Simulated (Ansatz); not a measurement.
Registries of bismuthene on bismuthene (bismuthene a predicted or substrate-bound sheet, here free); energies are over the lowest registry tried, which need not be among these:

A. antiparallel, shifted by (1/3,2/3); facing atoms over hollows or bridges
B. parallel, shifted by (1/3,2/3); facing Bi atop Bi
C. parallel, shifted by (2/3,1/3); facing atoms over hollows or bridges
D. parallel, no shift; facing atoms over hollows or bridges

Calculation: PBE+D3(BJ) (plane waves to 420 eV, PAW; Ansatz, a quantum-chemistry and plane-wave program). No spin–orbit coupling; with elements this heavy it can move edges by tenths of an eV. A dipole correction is on.

Order them by energy over the lowest registry, lowest first.

A (0.0 meV/Å²), C (0.7 meV/Å²), D (3.8 meV/Å²), B (14.7 meV/Å²)
